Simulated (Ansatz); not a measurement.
# Response to strain in Rb2KAsF6

Base system: Rb₂KAsF₆ (space group Fm-3m, No. 225; a cell from a computed database, its experimental status unchecked).

```
CELL_PARAMETERS angstrom
      0.00000     4.54172     4.54172
      4.54172     0.00000     4.54172
      4.54172     4.54172     0.00000
ATOMIC_POSITIONS crystal
  K  0.50000 0.50000 0.50000
  Rb 0.75000 0.75000 0.75000
  Rb 0.25000 0.25000 0.25000
  As 0.00000 0.00000 0.00000
  F  0.77449 0.22551 0.22551
  F  0.22551 0.77449 0.77449
  F  0.22551 0.77449 0.22551
  F  0.77449 0.22551 0.77449
  F  0.22551 0.22551 0.77449
  F  0.77449 0.77449 0.22551
```

Cartesian axes are those of the cell as printed.

Strains are applied to the cell and any free atomic positions relax.

The values are results of DFT with r2SCAN, PAW potentials and a 500 eV plane-wave cutoff in Ansatz (an electronic-structure program), no spin-orbit coupling, not measurements.

Candidates:
(a) uniaxial strain ε_yy = +2.58 %
(b) tensor shear ε_xz = +0.58 %
(c) uniaxial strain ε_zz = −1.54 %

Notes on the quantities. energy relative to the base: free energy F.

Q: Order them by energy relative to the base, lowest first.

A: (b) tensor shear ε_xz = +0.58 % (0.0 meV/atom), (c) uniaxial strain ε_zz = −1.54 % (+1.2 meV/atom), (a) uniaxial strain ε_yy = +2.58 % (+2.9 meV/atom)

Stability against distortions was not tested.
